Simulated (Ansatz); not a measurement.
System: interstitial Cu in anatase TiO2 (charge state +1). Method: PBE, PAW (plane waves to 420 eV; Ansatz, a quantum-chemistry and plane-wave program).

Cell of 108 host sites held at the relaxed PBE lattice; the Γ point alone; Fermi-Dirac width 0.01 eV, spin-restricted; finite-size errors left in. Energies are static. The charge state is imposed; whether it is stable for some Fermi level was not computed. Sites that were not tried may lie lower.

Barriers: single points on a 2×2×2 k-point mesh shifted by half a step at the bands' geometries (they differ from the bands' own by up to 0.07 eV, and are uncertain by about as much).

The step: one Cu atom jumps by itself. Atoms about the jump, Cartesian Å from the middle of the jump, before and after:

```csv
atom,x0,y0,z0,x1,y1,z1
Cu1,0.00,-0.95,-1.21,0.00,0.95,1.21
O2,0.00,-0.95,1.65,0.00,-1.03,1.63
O3,0.00,1.03,-1.61,0.00,0.95,-1.63
O4,1.98,-0.95,-0.79,1.89,-0.95,-0.78
O5,1.89,0.95,0.80,1.98,0.95,0.82
O6,-1.98,-0.95,-0.79,-1.90,-0.95,-0.78
O7,-1.89,0.95,0.80,-1.98,0.95,0.82
Ti8,1.97,1.02,-1.20,1.92,0.95,-1.22
Ti9,1.92,-0.95,1.25,1.97,-1.02,1.23
Ti10,-1.97,1.02,-1.20,-1.92,0.95,-1.22
Ti11,-1.92,-0.95,1.25,-1.97,-1.02,1.23
O12,0.00,2.85,1.65,0.00,2.93,1.63
O13,0.00,-2.93,-1.61,0.00,-2.85,-1.62
O14,1.93,2.86,-0.78,1.89,2.85,-0.78
O15,1.89,-2.85,0.80,1.93,-2.87,0.81
O16,-1.93,2.86,-0.78,-1.90,2.85,-0.78
O17,-1.89,-2.85,0.80,-1.93,-2.87,0.81
```

Where do these atoms stand at the saddle point, and how high is it?


```tsv
atom	x	y	z
Cu1	0.00	0.00	0.01
O2	0.00	-0.98	1.67
O3	0.00	0.97	-1.65
O4	1.92	-0.95	-0.79
O5	1.93	0.94	0.82
O6	-1.93	-0.95	-0.79
O7	-1.93	0.94	0.82
Ti8	2.00	1.03	-1.28
Ti9	2.00	-1.04	1.30
Ti10	-2.01	1.03	-1.28
Ti11	-2.01	-1.04	1.30
O12	0.00	2.82	1.63
O13	0.00	-2.83	-1.61
O14	1.93	2.84	-0.79
O15	1.93	-2.85	0.82
O16	-1.93	2.84	-0.79
O17	-1.93	-2.85	0.82
```
It lies 0.54 eV above the start and 0.54 eV above the end. The saddle point's order was not checked, and it lies on a symmetry element of the cell, where a band can be held.
